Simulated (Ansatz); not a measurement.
**Rh interstitial (silicon host)**

Computed with PBE, PAW (plane waves to 420 eV; Ansatz, a first-principles code). The supercell holds 64 host sites (2×2×2 repeats of the unit cell), with a 2×2×2 shifted k-point sampling for the final energies. Site at the start: void with 4Si nearest. Finite-size correction: monopole term and site-potential alignment. Dielectric constants: PBE linear response of the host. Host gap at this level: 0.61 eV. These values are not converged in cell size to better than tenths of an eV. Levels are measured in PBE's own, too narrow, gap. Spin–orbit coupling is left out. Each state is the lowest found from its start.

Formation energies E_f are given with the Fermi level at the valence-band maximum. Chemical conditions: host crystal and elements as references (Δμ(Rh) = 0.00 eV; Rh taken from its element, since no compound that bounds it was computed at this level; only phases computed here count, gases as isolated molecules at 0 K). Reference phases: Rh: fcc Rh.

The name describes the start; the neighbours show where the added atom ended.

```json
[
 {"charge": "+2†", "moment (μB)": "1.0", "largest move off a lattice site (Å)": "0.11", "neighbours of the added atom at the end (Å)": "Si 2.47, Si 2.47, Si 2.47, Si 2.48", "image correction with alignment (eV)": "0.92", "E_f, host crystal and elements as references (eV)": "–", "above the lowest spin state (eV)": "0.00"},
 {"charge": "+2†", "moment (μB)": "1.0", "largest move off a lattice site (Å)": "0.11", "neighbours of the added atom at the end (Å)": "Si 2.47, Si 2.47, Si 2.47, Si 2.48", "image correction with alignment (eV)": "0.92", "E_f, host crystal and elements as references (eV)": "–", "above the lowest spin state (eV)": "0.00"},
 {"charge": "+1†", "moment (μB)": "2.0", "largest move off a lattice site (Å)": "0.10", "neighbours of the added atom at the end (Å)": "Si 2.47, Si 2.47, Si 2.47, Si 2.47", "image correction with alignment (eV)": "0.37", "E_f, host crystal and elements as references (eV)": "–", "above the lowest spin state (eV)": "0.00"},
 {"charge": "+1†", "moment (μB)": "not spin-polarised", "largest move off a lattice site (Å)": "0.10", "neighbours of the added atom at the end (Å)": "Si 2.46, Si 2.47, Si 2.47, Si 2.47", "image correction with alignment (eV)": "0.36", "E_f, host crystal and elements as references (eV)": "–", "above the lowest spin state (eV)": "0.07"},
 {"charge": "0†", "moment (μB)": "1.0", "largest move off a lattice site (Å)": "0.10", "neighbours of the added atom at the end (Å)": "Si 2.46, Si 2.46, Si 2.46, Si 2.47", "image correction with alignment (eV)": "0.00", "E_f, host crystal and elements as references (eV)": "0.93", "above the lowest spin state (eV)": "0.00"},
 {"charge": "−1†", "moment (μB)": "not spin-polarised", "largest move off a lattice site (Å)": "0.13", "neighbours of the added atom at the end (Å)": "Si 2.40, Si 2.41, Si 2.41, Si 2.54, Si 2.54, Si 2.54, Si 2.66", "image correction with alignment (eV)": "-0.14", "E_f, host crystal and elements as references (eV)": "–", "above the lowest spin state (eV)": "0.00"}
]
```

† Not settled in this cell, so no level is given: charge +2: a level filled in part, carriers not clearly localised, level within 0.1 eV of a band edge or past it; charge +1: a level filled in part, carriers not clearly localised, level within 0.1 eV of a band edge or past it; charge 0: a level filled in part; charge −1: carriers not clearly localised.

Starting moments that weren't kept: charge +2 began with 3 μB and ended with 1.0.
